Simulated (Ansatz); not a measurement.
## ZrB2: uniaxial strain ε_zz = −2.50 %

The parent structure is ZrB$_{2}$ (space group P6/mmm, No. 191; a = 3.171 Å, c = 3.542 Å; relaxed with 0.1 eV smearing). Axes: x lies along a and z along c of the hexagonal cell.

Perturbation: the cell is compressed by 2.50 % along z with no lateral relaxation; the atoms relax in the strained cell.

Level of theory: PBE/PAW in Ansatz (a program for electronic structure), without spin-orbit coupling. Settings: 21×21×16 k-points, 0.1 eV Fermi–Dirac smearing.

The space group stays P6/mmm (No. 191) and the shortest interatomic distance is still 1.831 Å. The energy rises by 9.1 meV/atom and the pressure (mean of the normal stresses, compression positive) goes from zero to 6.1 GPa. The band gap remains zero and the stress (xx, yy, zz, yz, xz, xy; compression positive) amounts to (3.3, 3.3, 11.5, 0.0, 0.0, 0.0) GPa.

Final structure:

```
ZrB2
1.0
    3.17143     0.00000     0.00000
   -1.58572     2.74654     0.00000
    0.00000     0.00000     3.45328
Zr B
1 2
Direct
  0.00000   0.00000   0.00000
  0.66667   0.33333   0.50000
  0.33333   0.66667   0.50000
```

Stability against distortions was not tested. All final runs are without spin polarisation.
